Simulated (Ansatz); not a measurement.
BN under load (space group Imm2), r2SCAN, rigid bands run with Ansatz (a first-principles code). Condition of this run: uniaxial stress along [110] of -27 GPa (compression positive) (the target of the relaxation). Band gap 4.49 eV, N_c = 7.00e18 cm⁻³ and N_v = 1.32e19 cm⁻³ at 300 K, conductivity masses along z (a = (0.03, 1.83, 1.79) Å; b = (1.83, 0.03, 1.79) Å; c = (1.86, 1.86, 0.00) Å) of 0.846 mₑ (electrons) and 0.725 mₑ (holes). Take k_BT = 0.02585 eV.

Question: A film of it is 2 nm thick, with its normal along the direction named. Estimate the confinement energies in an infinite well.

Answer: ħ²π²/(2m t²) = 0.376 eV·nm²/(m/mₑ × t²) gives 111 meV for electrons and 130 meV for holes, so the gap would widen to about 4.73 eV. Finite barriers and nonparabolic bands lower this, and with several valleys or bands the heaviest mass along the normal sets the lowest level, not this average.

Question: What thermal injection velocity √(2k_BT/πm) limits a ballistic channel along the direction named?

Answer: 5.85e6 cm/s for electrons and 6.32e6 cm/s for holes, a ratio of √(m_h/m_e) = 0.926, for dilute carriers.

Question: Find the intrinsic carrier density and the intrinsic Fermi level.

Answer: n_i = √(N_c N_v) exp(−E_g/2k_BT) = 9.61e18 × exp(−86.84) = 1.9e-19 cm⁻³. The level lies (k_BT/2) ln(N_v/N_c) = 8 meV from mid-gap (positive towards the conduction band). Each 0.1 eV added to the gap lowers n_i by a factor of 6.9.

Rigid bands with the computed gap; masses take one relaxation time for all states. Spin-orbit coupling is left out. Geometry: cell and atoms relaxed with PBEsol.
